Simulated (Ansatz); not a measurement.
# Au, response to strain

Base system: Au in the fcc (Cu type) structure (space group Fm-3m, No. 225; a = 4.083 Å; relaxed with 0.1 eV smearing). Axes: x, y, z lie along the cube axes.

Strains are applied to the cell and any free atomic positions relax.

Computed with plane-wave PAW DFT at the PBEsol level (Ansatz, a first-principles code, 420 eV), scalar-relativistic without spin-orbit coupling.

Notes on the quantities. energy relative to the base: free energy F; pressure: mean of the normal stresses, compression positive.

| case | energy relative to the base | pressure | volume per atom |
|---|---|---|---|
| base | 0 meV/atom | 0.0 GPa | 17.02 Å³ |
| tensor shear ε_xy = +0.57 % | +0.3 meV/atom | 0.0 GPa | 17.02 Å³ |
| tensor shear ε_xy = +1.43 % | +1.6 meV/atom | 0.1 GPa | 17.01 Å³ |
| tensor shear ε_xy = +0.86 % | +0.6 meV/atom | 0.1 GPa | 17.02 Å³ |
| tensor shear ε_xy = +1.14 % | +1.1 meV/atom | 0.1 GPa | 17.01 Å³ |
| tensor shear ε_xy = +2.00 % | +3.1 meV/atom | 0.3 GPa | 17.01 Å³ |
| tensor shear ε_xy = +0.29 % | +0.1 meV/atom | 0.0 GPa | 17.02 Å³ |
| tensor shear ε_xy = +1.71 % | +2.3 meV/atom | 0.2 GPa | 17.01 Å³ |

Whether these cells are dynamically stable was not tested.
